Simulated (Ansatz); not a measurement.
Take Li2S in the anti-fluorite structure (space group Fm-3m, No. 225; a = 5.655 Å) as the base.

Computed with PBEsol/PAW in Ansatz (an electronic-structure program), scalar-relativistic without spin-orbit coupling.

For the base:

| Property | Result |
|---|---|
| Valley order | X along ⟨100⟩ 3.20 eV; Γ 4.21 eV |

The change: the cell is scaled by 0.9800 in all directions, atoms relaxed at fixed cell.

Problem. What does the calculation give for the valley order after the change?

Solution. The valley order (the lowest conduction-band minima on the path, energy above the VBM, named in the base's zone) goes from X along ⟨100⟩ 3.20 eV; Γ 4.21 eV to X along ⟨100⟩ 3.15 eV; Γ 4.53 eV.

Problem. What happens to the mean gap deformation potential ΔEg/Δln V?

Solution. The mean gap deformation potential ΔEg/Δln V is +0.9 eV.

Problem. Estimate the effect on the energy relative to the base.

Solution. The energy goes up by 7.6 meV/atom.

The cells carry an imposed strain or load. Whether these cells are dynamically stable was not tested.
